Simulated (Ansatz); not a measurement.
# Al on the 1x1 (100) surface of fcc Cu, one in a 2x2 cell, started at the site 'hollow Cu-Cu-Cu-Cu over Cu at depth 1.8 Å'

Method: PBE (plane waves to 420 eV, PAW; Ansatz, a first-principles code).

Set-up: 17 atoms, 5.3 Å thick at the start under the adsorbate (thin: gaps and levels are the slab's own); mesh 6x6x1; 0.1 eV smearing; dipole correction on; 8 atoms held, the rest relaxed; start symmetry kept, larger cells not searched; no spin, no spin-orbit, no U, no dispersion correction. At the end it is bonded to 4 Cu. In PBE it is, or lies within 0.03 eV of, the lowest of the starts that converged.

| Property | Result |
|---|---|
| adsorption energy against an atom of fcc Al | 0.051 eV |
| work function of the top face | 4.17 eV |
| change of the work function | -0.38 eV |
| change of the step from the bottom to the top vacuum level, against the clean slab | -0.33 eV |
| energy released by relaxation | 0.11 eV |
| height of the binding atom over the mean of the host atoms within 0.3 Å of the top one | 1.623 Å |
| nearest host atoms of the binding atom | Cu at 2.46 Å, Cu at 2.46 Å, Cu at 2.46 Å |
| largest move of a host atom | 0.05 Å |
| cost | about 6 core-minutes (a rough figure) |

A negative adsorption energy means that the adsorbate is more stable on the surface than in its reference.
